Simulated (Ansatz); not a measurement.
Here is the system:

```
CELL_PARAMETERS angstrom
      0.00000     2.75383     2.75383
      2.75383     0.00000     2.75383
      2.75383     2.75383     0.00000
ATOMIC_POSITIONS crystal
  Al 0.00000 0.00000 0.00000
  P  0.75000 0.75000 0.75000
```

Computed with PBE, rigid bands (plane waves, PAW, scalar-relativistic; Ansatz, a first-principles code). Condition of this run: functional PBE, cell relaxed with it. How the cell was made: cell and atoms relaxed with PBE.

Q: Predict the electron conductivity mass (n e² τ/σ) at 300 K, by direction if it differs.

A: 0.35 mₑ.

Q: What conductivity effective mass do dilute holes have at 300 K?

A: 0.62 mₑ.

Q: And the band gap?

A: 1.63 eV at this level; semilocal functionals usually fall short of the measured gap.

Rigid bands, one relaxation time for all states, no polarons. Spin-orbit coupling is left out; where it splits the top of the valence band it changes the hole mass and lowers the gap by about a third of the splitting.
